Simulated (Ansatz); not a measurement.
For GaN (model structure, started from the GeS type, Fm-3m, No. 225, 8 atoms in the cell; like a known high-pressure phase), LDA (PAW; Ansatz, a program for electronic structure) gives:

| Item | Value |
|---|---|
| lattice parameter a | 4.181 Å |
| cohesive energy | 4.96 eV/atom |

Question: What does r²SCAN in Ansatz (plane waves, PAW) give for the same quantities?

Answer: 
- lattice constant a: 4.217 Å (increases by 0.9 %)
- cohesive energy: 3.99 eV/atom (shrinks by 0.97 eV/atom)

Changes are worked out from the printed values.

Unless a cell is named, each level is at its own relaxed cell (LDA 9.14, r²SCAN 9.37 Å³/atom).

Ansatz's density-functional and Hartree–Fock values are scalar-relativistic unless marked +SOC, with PAW data made under PBE.

A model structure was made by putting elements into a prototype or built by hand; it is no filed structure, need not be a known phase, and can be a saddle point held by its symmetry.
